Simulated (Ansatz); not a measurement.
Levels about the gap of amorphous Hf$_{18}$O$_{30}$N$_{4}$ (52 atoms in a cell of 676 Å³, 9.21 g/cm³; zone centre alone, so wide bands show as single levels with stretches between that a denser mesh fills), at the geometry that PBE relaxed, where it gives 0.0 GPa on a denser mesh. Exact exchange is cut at the faces of this small cell, which leaves a finite-size error. The participation number counts the atoms over which a state spreads; weights are charges in smoothed Voronoi cells. The levels come from a single point, so bond lengths are those of that geometry. Method of the levels: HSE06, scalar-relativistic without spin-orbit coupling (Ansatz, a program for electronic structure). Sampling: the zone centre alone; Fermi-Dirac width 0.02 eV; no spin polarisation. At PBE the levels at the filled edge of the gap are localised (band-tail or defect states).

It comes from a melt-quench run on a machine-learned potential (CHGNet), relaxed afterwards by DFT. O and N atoms were pushed apart under 1.9 Å during the dynamics, to hinder bonds among them. The hot cell started wider than the set density and was brought back towards it in steps. It is the lowest in DFT energy of 4 quenches. It is a model cell: composition and starting density were chosen by hand, and all elements were melted together. No dispersion term was used. Its density started from a set value of 9.21 and ended at 9.21 g/cm³. The quench (nominally 300 K/ps over its main leg) was far faster than any real one, so the model tends to hold more defects than a real film. One small periodic cell is one sample of the glass; other quenches scatter about these values. Volume and shape were free in the relaxation.

```tsv
E - E(highest filled), eV	filling	participation number	largest on	weight Hf	weight N	weight O
-0.79	filled	12.5	N, 4 neighbours	0.12	0.40	0.49
-0.73	filled	13.4	N, 4 neighbours	0.14	0.50	0.36
-0.67	filled	12.1	N, 4 neighbours	0.11	0.43	0.46
-0.56	filled	10.6	N, 4 neighbours	0.12	0.49	0.39
-0.41	filled	10.2	N, 3 neighbours	0.14	0.56	0.29
-0.17	filled	8.7	N, 4 neighbours	0.12	0.51	0.36
0.00	filled	2.8	N, 3 neighbours	0.11	0.61	0.29
4.42	empty	14.2	Hf, 5 neighbours	0.60	0.05	0.35
4.71	empty	34.7	Hf, 6 neighbours	0.53	0.05	0.42
4.91	empty	24.0	Hf, 6 neighbours	0.58	0.08	0.34
4.97	empty	27.9	Hf, 6 neighbours	0.56	0.05	0.39
5.14	empty	29.2	Hf, 5 neighbours	0.59	0.06	0.35
5.24	empty	29.7	Hf, 6 neighbours	0.60	0.04	0.36
5.45	empty	24.1	Hf, 7 neighbours	0.61	0.08	0.30
```

Most localised among these is the filled level at +0.00 eV, on a N atom, which has 3 neighbours (Hf 2.02 Å, Hf 2.07 Å, Hf 2.19 Å).
